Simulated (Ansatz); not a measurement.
The parent structure is Nb in the bcc (W type) structure (space group Im-3m, No. 229; relaxed with 0.1 eV smearing).

```yaml
crystal:
  lattice:
    - [-1.65223, 1.65223, 1.65223]
    - [1.65223, -1.65223, 1.65223]
    - [1.65223, 1.65223, -1.65223]
  atoms:
    - { symbol: Nb, position: [0.00000, 0.00000, 0.00000] }
```

All numbers come from r2SCAN (Ansatz, a quantum-chemistry and plane-wave program), no spin-orbit coupling.

Strains are applied to the cell and any free atomic positions relax.

One change was made to it. Results:

```json
[
 {"quantity": "energy relative to the base (free energy F)", "base": "0 meV/atom", "after": "+52 meV/atom"},
 {"quantity": "pressure", "base": "0.0 GPa", "after": "-11.3 GPa"}
]
```

Task: What was done to the base?
A) isotropic strain +1.50 %
B) isotropic strain +2.50 %
C) isotropic strain +0.50 %
D) isotropic strain +1.00 %

Result: B, isotropic strain +2.50 %. For comparison, the energy relative to the base in the other runs: isotropic strain +1.50 % gives +19 meV/atom; isotropic strain +0.50 % gives +2.2 meV/atom; isotropic strain +1.00 % gives +8.6 meV/atom.

Whether these cells are dynamically stable was not tested. The final runs are not spin-polarised.
